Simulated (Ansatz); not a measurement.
The parent structure is CoPdO2 (space group R-3m, No. 166; a = 2.862 Å, c = 17.834 Å (hexagonal axes); non-magnetic).

Level of theory: DFT with PBE, PAW potentials and a 420 eV plane-wave cutoff in Ansatz (a first-principles code), without spin-orbit coupling.

For the base:

| Property | Result |
|---|---|
| Lattice parameter a | 2.862 Å |
| c/a ratio | 6.231 |

One thing is altered: a hydrostatic pressure of 18 GPa.

Problem. What happens to the lattice parameter a?

Solution. The lattice parameter a drops by 0.090 Å, from 2.862 Å to 2.772 Å.

Problem. What happens to the c/a ratio?

Solution. The c/a ratio goes up by 0.1182 (6.231 → 6.350).

Load acts through the strain it causes; cell and atoms are relaxed under it. Whether these cells are dynamically stable was not tested. Competing high-pressure phases were not computed. Seeded moments were not kept for the base. No Hubbard U is applied and the magnetic state is the run's own (CoPdO2 not spin-polarised; CoPdO2 non-magnetic); other magnetic orders, which need larger cells, were not tried and can change the gap. All final runs are without spin polarisation. An odd electron count without spin: CoPdO2.
